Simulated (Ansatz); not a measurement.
ZnO (P6_3mc), r2SCAN with spin-orbit coupling, rigid bands in Ansatz (an electronic-structure program): N_c = 2.24e18 cm⁻³ at 300 K and an electron conductivity mass of 0.204 mₑ.

For 1e16 electrons per cm³ at 300 K, place the Fermi level, estimate the Seebeck coefficient of a parabolic band with constant τ, and give mobility and conductivity for τ = 50 fs.

The level lies k_BT ln(N_c/n) = 0.140 eV below the conduction-band minimum. S ≈ −(k_B/e)[ln(N_c/n) + 5/2] = -682 μV/K, against -679 μV/K from the full bands (mean over directions). μ = eτ/m = 431 cm²/(V·s) and σ = neμ = 0.691 S/cm. τ is assumed, not computed.

Band transport and this doping are assumed; polarons and phonon drag are left out. Geometry: cell and atoms relaxed with PBEsol.
